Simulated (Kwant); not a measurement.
System: six-terminal Hall bar in a Ge (holes) two-dimensional gas. Effective mass 0.06 mₑ, grid spacing 12 nm, hard walls, nominal width 300 nm (25 grid rows, so walls 312 nm apart), one parabolic valley, scattering region 780 nm long along x; energies count from the band bottom; Fermi energy 0.00242 eV. Four side probes 150 nm wide, two on each edge; current runs along x; the sign of the Hall resistance is a convention. Perpendicular field swept from 0.10452 to 2.1322 T, also in the leads; orbital effect alone.

Constants are typed, rounded textbook-type inputs, not results; the design itself was drawn at random and stands for no fabricated device.

Model: effective-mass tight-binding model on a square grid, one spin, coherent transport at 0 K (Kwant). Resistances are in h/e².

Task: How many Landau levels lie under the Fermi energy, and what Hall resistance follows, at 2.42 meV and 0.208 T; 2.42 meV and 0.551 T; 2.42 meV and 0.723 T; 2.42 meV and 1.41 T?

Result: ħωc = ħeB/m = 1.93 meV a tesla; levels lie at (n + ½)ħωc. E/ħωc = 6.04 gives 6 levels and h/(6e²) = 0.167; simulated 0.140, off the plateau. E/ħωc = 2.28 gives 2 levels and h/(2e²) = 0.500; simulated 0.500. E/ħωc = 1.73 gives 2 levels and h/(2e²) = 0.500; simulated 0.500. E/ħωc = 0.89 gives 1 level and h/(1e²) = 1.000; simulated 1.000. The count is that of a wide sample; where the walls of bar or probes squeeze the orbits, it misses.
